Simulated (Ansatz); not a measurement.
The starting structures come from a database of crystals and need not be the phases stable at ambient conditions.

 Where the default PAW files enter, the runs use the earlier of Ansatz's two default sets.

Inside the gap of an insulator the Bloch states are evanescent, with a wavenumber k + iκ along the transport direction.

```xyz
6
Lattice="4.6440 0.0000 0.0000 0.0000 4.7350 0.0000 0.0000 0.0000 3.0923" Properties=species:S:1:pos:R:3 pbc="T T T"
Mg     2.3220     2.3675     1.5462
Mg     0.0000     0.0000     0.0000
F      0.9946     3.8835     1.5462
F      3.6494     0.8514     1.5462
F      3.3166     3.2189     0.0000
F      1.3274     1.5160     0.0000
```

Space group of this cell: Pnnm. The cell is taken as given; by r2SCAN its mean pressure is -4.4 GPa.

Transport runs along the normal of the first two printed cell vectors.

The gap is the functional's own, uncorrected, and κ follows it; spin-orbit coupling is left out. Mid-gap values are interpolated between the computed energies.

### Question
Predict the band gap and the smallest decay constant κ at mid-gap from r2SCAN (Ansatz, a first-principles code).

### Answer
Gap 7.79 eV on a 8×6×10 mesh; κ = 0.556 1/Å, at the zone centre.
